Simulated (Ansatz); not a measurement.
Start from WSe2 in the 2H-MoS2 type structure (space group P6_3/mmc, No. 194; a = 3.300 Å, c = 13.147 Å; layered, stacked along the Cartesian z axis). Axes: x lies along a and z along c of the hexagonal cell.

All numbers come from r2SCAN+rVV10 (Ansatz, a first-principles code), no spin-orbit coupling, earlier PAW set.

Strains are applied to the cell and any free atomic positions relax; under biaxial strain the out-of-plane vector relaxes too.

One change was made to it. Results:

```tsv
quantity	base	after
smallest direct gap	1.61 eV	1.28 eV
valence-band top at Γ (three highest levels, from the VBM)	0.00, -1.06, -1.29 eV	0.00, -0.73, -1.36 eV
pressure (mean of the normal stresses, compression positive)	-0.01 GPa	-5.18 GPa
```

**Question.** What was done to the base?
A) uniaxial strain ε_zz = −3.22 %
B) isotropic strain +3.31 %
C) isotropic strain +1.90 %
D) biaxial strain −0.44 %, plane normal [001], relaxed out of plane
E) uniaxial strain ε_zz = +1.28 %

**Answer.** B, isotropic strain +3.31 %. For comparison, the valence-band top at Γ in the other runs: biaxial strain −0.44 %, plane normal [001], relaxed out of plane gives 0.00, -1.09, -1.31 eV; isotropic strain +1.90 % gives 0.00, -0.86, -1.34 eV; uniaxial strain ε_zz = +1.28 % gives 0.00, -1.01, -1.36 eV; uniaxial strain ε_zz = −3.22 % gives 0.00, -1.08, -1.19 eV.

With W present, leaving out spin-orbit coupling can change the band edges. Stability against distortions was not tested.
